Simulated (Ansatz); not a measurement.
# What isotropic strain −3.00 % does to BP

Take BP in the zinc blende structure (space group F-43m, No. 216; a = 4.5484 Å) as the base.

It is then changed as follows: the cell is scaled by 0.9700 in all directions, atoms relaxed at fixed cell.

Method: Ansatz (a program for electronic structure) PBE, without spin-orbit coupling. Γ-centred 12×12×12 mesh, Fermi–Dirac width 0.05 eV.

```csv
quantity,base,changed,shift
shortest interatomic distance,1.969 Å,1.910 Å,-0.059 Å
energy relative to the base (free energy F),0 meV/atom,+52 meV/atom,+52 meV/atom
pressure,0.1 kbar,176.0 kbar,+175.9 kbar
band gap,1.25 eV,1.11 eV,-0.14 eV
smallest direct gap,3.39 eV,3.55 eV,+0.151 eV
width of the top valence band,5.43 eV,5.97 eV,+0.54 eV
electron mass,"1.3 mₑ along k, 0.23 mₑ across (off the special points)","1.5 mₑ along k, 0.22 mₑ across (off the special points)",–
"hole mass (degenerate bands, along [100])","0.26, 0.26, 0.33 mₑ (at Γ)","0.25, 0.25, 0.38 mₑ (at Γ)",–
```

Final structure:

```
CELL_PARAMETERS angstrom
      0.00000     2.20596     2.20596
      2.20596     0.00000     2.20596
      2.20596     2.20596     0.00000
ATOMIC_POSITIONS crystal
  B  0.00000 0.00000 0.00000
  P  0.25000 0.25000 0.25000
```

Masses are band curvatures over ±0.01 Å⁻¹ around the edge. Along k means along the line from Γ to the band edge. Whether these cells are dynamically stable was not tested.
